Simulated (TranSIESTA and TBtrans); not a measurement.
Ag chain with one bond stretched by 2.5 Å

Device: Ag chain with one bond stretched by 2.5 Å. Leads: straight Ag chain, spacing 2.65 Å. Geometry: as built, not relaxed.

Method: TranSIESTA and TBtrans, PBE, DZP numerical orbitals (energy shift 0.15 eV), PseudoDojo norm-conserving scalar-relativistic potentials, mesh cutoff 200 Ry, 300 K, no spin polarisation, no spin-orbit coupling; self-consistent non-equilibrium Green functions.

- Conductance at 300 K (G0 = 2e²/h) = 0.093
- Mean T from −0.5 to 0.5 eV = 0.088

Energies count from the leads' Fermi level. Transmissions are for one spin of a degenerate pair. The energy step is 0.01 eV; narrower resonances are cut or missed.

```tsv
E (eV)	T	lead channels
-2.00	0.00050	band edge
-1.90	0.00048	3
-1.80	0.00047	3
-1.70	0.00046	3
-1.60	0.00035	3
-1.50	0.00015	1
-1.40	0	0
-1.30	0	0
-1.20	0	0
-1.10	0.00096	band edge
-1.00	0.015	1
-0.90	0.023	1
-0.80	0.032	1
-0.70	0.042	1
-0.60	0.054	1
-0.50	0.065	1
-0.40	0.075	1
-0.30	0.083	1
-0.20	0.088	1
-0.10	0.091	1
0.00	0.093	1
0.10	0.093	1
0.20	0.092	1
0.30	0.091	1
0.40	0.091	1
0.50	0.090	1
0.60	0.090	1
0.70	0.091	1
0.80	0.092	1
0.90	0.094	1
1.00	0.096	1
1.10	0.099	1
1.20	0.10	1
1.30	0.11	1
1.40	0.11	1
1.50	0.12	1
1.60	0.12	1
1.70	0.13	1
1.80	0.14	1
1.90	0.15	1
2.00	0.16	1
```

The straight chain is held at its spacing; free chains may zigzag or dimerise. No spin-polarised start was tried, so a magnetic state, if there is one, is missed.
